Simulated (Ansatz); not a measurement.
```xyz
29
Lattice="3.8638 0.0000 -0.0893 -0.0001 3.8640 -0.0224 -1.2897 0.1596 27.7819" Properties=species:S:1:pos:R:3 pbc="T T T"
Ce    -0.1150     3.6073     5.0895
Ce     1.7578     1.6537     2.3371
Ce     0.0106     3.6384    10.5519
Ce     1.8770     1.6953     7.7873
Ce     2.0079     1.7169    13.2374
O      1.7876     3.5965     3.6806
O     -0.1442     1.6642     3.7357
O     -0.2028     1.6420     1.0650
O      1.7318     3.5752     1.0051
O      1.9089     3.6345     9.1427
O     -0.0237     1.7027     9.1963
O     -0.0859     1.6867     6.4656
O      1.8455     3.6191     6.4116
O      2.0402     3.6538    14.5467
O      0.1088     1.7194    14.5989
O      0.0439     1.7114    11.9266
O      1.9756     3.6434    11.8729
Pt     2.1295     1.7455    18.5874
Pt     0.1956     3.6776    18.5653
Pt     0.1542     1.7331    16.5265
Pt     2.0841     3.6639    16.4761
Pt     2.2344     1.7684    22.6919
Pt     0.3021     3.7003    22.7217
Pt     0.2473     1.7565    20.6649
Pt     2.1791     3.6886    20.6116
Pt     2.3264     1.7940    26.8307
Pt     0.3942     3.7237    26.8570
Pt     0.3507     1.7806    24.7692
Pt     2.2835     3.7134    24.7685
```

The first 17 atoms are the substrate (CeO2), the rest the film (Pt).

Computed with PBE (plane waves to 420 eV, PAW; Ansatz, an electronic-structure program). No spin–orbit coupling; the runs are not spin-polarised; PBE gaps are too small against experiment; cerium has no Hubbard term. Its k-point mesh 8×8×1, Fermi–Dirac width 0.05 eV.

Task: Describe the bonding at the interfaces and give the barriers.

Result: A periodic stack without vacuum, fcc Pt (0 0 1) on ceria (0 0 1) (film strained to the substrate, faces as cut): substrate slab Ce5O12, film Pt12, surface cells [[1, 0], [1, 1]] and [[0, -1], [2, 1]], film strained by -2.7 and -2.7 %, faces O/O and Pt/Pt as cut (like faces can put a slab off its formula).
* **interface area**: 14.9 Å²
* **period**: 27.75 Å
* **gaps between the outermost planes at the two interfaces**: 1.92 and 1.92 Å
* **Ce–Pt contacts across the interfaces within 1.22 times the sum of covalent radii**: 8, mean 3.78 Å
* **O–Pt contacts across the interfaces within 1.22 times the sum of covalent radii**: 4, mean 1.93 Å
* **hole barrier (PBE)**: 1.07 eV
* **electron barrier (PBE)**: 0.82 eV
